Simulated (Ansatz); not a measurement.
Results of PBE (Ansatz, a program for electronic structure, plane waves, PAW) for fluorite HfO2 (high-temperature phase).

Run with plane-wave cutoff 520 eV, 8×8×8 k mesh, scalar-relativistic PAW data made under PBE.

Cell (relaxed at this level):

```xyz
3
Lattice="0.0000 2.5486 2.5486 2.5486 0.0000 2.5486 2.5486 2.5486 0.0000" Properties=species:S:1:pos:R:3 pbc="T T T"
Hf     0.0000     0.0000     0.0000
O      1.2743     1.2743     1.2743
O      3.8229     3.8229     3.8229
```

Question: What does this level give for the Voigt–Reuss–Hill bulk modulus, Poisson ratio, polycrystal shear modulus (Hill average), elastic constant C11, elastic constant C12 and elastic constant C44?

Answer: 
- Voigt–Reuss–Hill bulk modulus: 246 GPa
- Poisson ratio: 0.306
- polycrystal shear modulus (Hill average): 110 GPa
- elastic constant C11: 547 GPa
- elastic constant C12: 96.0 GPa
- elastic constant C44: 64.9 GPa

Note: symmetry holds this phase in the static calculation, where it need not be a minimum; held by symmetry at 0 K, a high-temperature phase can be a saddle point.

Elastic constants are with the ions relaxed.

Spin–orbit coupling is not included.

The computed numbers hold no vibrational or temperature effects.

Cost on a shared machine: about 80 core-seconds (a rough figure).
